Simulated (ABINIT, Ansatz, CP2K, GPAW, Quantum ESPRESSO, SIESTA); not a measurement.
## Code comparison for KSr3 (Fm-3m, 4 atoms in the cell)

Self-consistent single point.

```xyz
4
Lattice="0.0000 4.9717 4.9717 4.9717 0.0000 4.9717 4.9717 4.9717 0.0000" Properties=species:S:1:pos:R:3 pbc="T T T"
K      0.0000     0.0000     0.0000
Sr     2.4858     2.4858     2.4858
Sr     7.4575     7.4575     7.4575
Sr     4.9717     4.9717     4.9717
```

Shared settings, as Ansatz (an electronic-structure program) writes them: kpoints.mp_grid.grid = 5 5 5; scf.occupations.method = fermi_dirac; scf.occupations.width = 0.05 eV. Potentials and cutoffs stand in the table.

```
code                                                                                                                                      model  pressure (GPa)       cutoff
----------------  -----------------------------------------------------------------------------------------------------------------------------  --------------  -----------
CP2K                                                                 PBEsol, GPW, DZVP-MOLOPT-SR-GTH basis, GTH-PBE potentials (GTH_POTENTIALS)           -0.65  grid 500 Ry
Ansatz                                                                                                          PBEsol, PAW files made with PBE           -0.86      default
SIESTA            GGA PBEsol, numerical atomic orbitals TZP, PseudoDojo PBEsol standard norm-conserving potentials (rewritten from UPF to PSML)            0.64  grid 350 Ry
Quantum ESPRESSO                                                                           PBEsol, SSSP 1.1.2 efficiency (PBE) pseudopotentials           -0.88        50 Ry
ABINIT                                                           PBEsol, norm-conserving pseudopotentials (PseudoDojo nc-sr-04 PBEsol standard)           -0.86        37 Ha
GPAW                                                                                      PBEsol, GPAW PAW datasets PBEsol (made by gpaw-setup)           -0.88       550 eV
```

The spread over the programs that give each value: pressure within 1.52 GPa.

CP2K and SIESTA use small atom-centred bases, whose incompleteness enters pressures, forces and empty levels differently from a plane-wave cutoff. Ansatz's pressure is given at a fixed set of plane waves, as the other plane-wave codes print theirs. In the pressure, SIESTA (by 1.51) lies more than 1 GPa from the median of the plane-wave programs.

The starting cell comes from a database of computed structures (which also holds hypothetical and non-ambient phases and stackings), without a prior relaxation at this level. Its lattice was rescaled by a random factor within 2.5 % of one.

Left out of this page: Elk and FLEUR (not drawn, or without a comparable value).

Keys are those of Ansatz 0.2.
